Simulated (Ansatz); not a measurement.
Start from Ir in the fcc (Cu type) structure (space group Fm-3m, No. 225; a = 3.871 Å; relaxed with 0.1 eV smearing).

(Cell as relaxed with PBE.)

Levels (all Ansatz, a first-principles code, PAW, earlier PAW set): PBE (420 eV, no SOC); PBEsol (420 eV, no SOC).

Each level relaxes its own structure.

| base | PBE | PBEsol |
|---|---|---|
| volume per atom | 14.50 Å³ | 14.06 Å³ |
| lattice parameter a | 3.871 Å | 3.831 Å |
| band gap | zero | zero |

One thing is altered: an isotropic linear strain of +3.37 %, atoms relaxed at fixed cell.

```json
[
 {"quantity": "energy relative to the base (free energy F)", "PBE": "+140 meV/atom", "PBEsol": "___"},
 {"quantity": "pressure", "PBE": "-26.6 GPa", "PBEsol": "___"}
]
```

Given the PBE results, estimate those of PBEsol.


- energy relative to the base (free energy F), PBEsol: +151 meV/atom
- pressure, PBEsol: -29.8 GPa

PBE's energy relative to the base lies 11 meV/atom below PBEsol's; PBE's pressure lies 3.11 GPa above PBEsol's. Neither level is exact; PBEsol is the comparison here, not a measurement.

Stability against distortions was not tested. The final runs are not spin-polarised.
